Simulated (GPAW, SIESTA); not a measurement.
A GPAW input for a self-consistent single point of Li3Mg (I4/mmm, 4 atoms in the cell) (DFT PBEsol, plane waves, GPAW PAW datasets PBEsol (made by gpaw-setup)):

```python
from ase import Atoms
from ase.units import GPa
from gpaw import GPAW

atoms = Atoms(['Li', 'Li', 'Li', 'Mg'],
              cell=[[-2.157930, 2.157930, 4.278200],
                    [2.157930, -2.157930, 4.278200],
                    [2.157930, 2.157930, -4.278200]],
              positions=[[0.000000, 0.000000, 4.278200],
                         [2.157930, 0.000000, 2.139100],
                         [0.000000, 2.157930, 2.139100],
                         [0.000000, 0.000000, 0.000000]],
              pbc=True)

calc = GPAW(mode={'name': 'pw', 'ecut': 850},
            xc='PBEsol',
            kpts=(11, 11, 11),
            occupations={'name': 'fermi-dirac', 'width': 0.05},
            nbands=-12,
            convergence={'density': 1e-05, 'energy': 1e-05},
            symmetry={'symmorphic': False, 'tolerance': 0.0005},
            maxiter=150,
            txt='-')

atoms.calc = calc

energy = atoms.get_potential_energy()
print('Energy (eV):', round(energy, 6))
forces = atoms.get_forces()
print('Forces (eV/Ang):')
print(forces.round(5))
stress = atoms.get_stress()
print('Stress (GPa, Voigt):', (stress / GPa).round(4))
```

Question: Give the SIESTA input for the same structure, mesh, smearing and functional.

Answer: One input that does it (others would too):

```
# files in the folder: Li.psml Mg.psml (PseudoDojo PBEsol standard)
SystemName  Li3Mg
SystemLabel li3mg

NumberOfAtoms                4
NumberOfSpecies              2
%block ChemicalSpeciesLabel
  1 3 Li
  2 12 Mg
%endblock ChemicalSpeciesLabel
LatticeConstant              5.255123 Ang
%block LatticeVectors
    -0.410633586    0.410633586    0.814100831
     0.410633586   -0.410633586    0.814100831
     0.410633586    0.410633586   -0.814100831
%endblock LatticeVectors
AtomicCoordinatesFormat      Ang
%block AtomicCoordinatesAndAtomicSpecies
     0.000000000    0.000000000    4.278200000  1
     2.157930000    0.000000000    2.139100000  1
     0.000000000    2.157930000    2.139100000  1
     0.000000000    0.000000000    0.000000000  2
%endblock AtomicCoordinatesAndAtomicSpecies

XC.functional                GGA
XC.authors                   PBEsol
PAO.BasisSize                DZP
PAO.EnergyShift              0.01 Ry
PAO.Polarization.NonPerturbative true
MeshCutoff                   350 Ry
%block kgrid.MonkhorstPack
   11   0   0  0.0
    0  11   0  0.0
    0   0  11  0.0
%endblock kgrid.MonkhorstPack
OccupationFunction           FD
ElectronicTemperature        50.0 meV

MaxSCFIterations             150
SCF.Mixer.Method             Pulay
SCF.Mixer.Weight             0.2
SCF.Mixer.History            8
SCF.DM.Tolerance             1.0E-05
Diag.ParallelOverK           true
WriteForces                  true
```

Basis settings and potentials, where a program has them, do not carry over. This input uses DFT, GGA PBEsol, numerical atomic orbitals DZP, PseudoDojo PBEsol standard norm-conserving potentials (rewritten from UPF to PSML). Both were run: pressure 0.12 GPa in GPAW and 0.47 in SIESTA.

On SIESTA: the starting cell comes from a database of computed structures (which also holds hypothetical and non-ambient phases and stackings), without a prior relaxation at this level. Values carry the incompleteness of an atom-centred basis.

On GPAW: the starting cell comes from a database of computed structures (which also holds hypothetical and non-ambient phases and stackings), without a prior relaxation at this level.
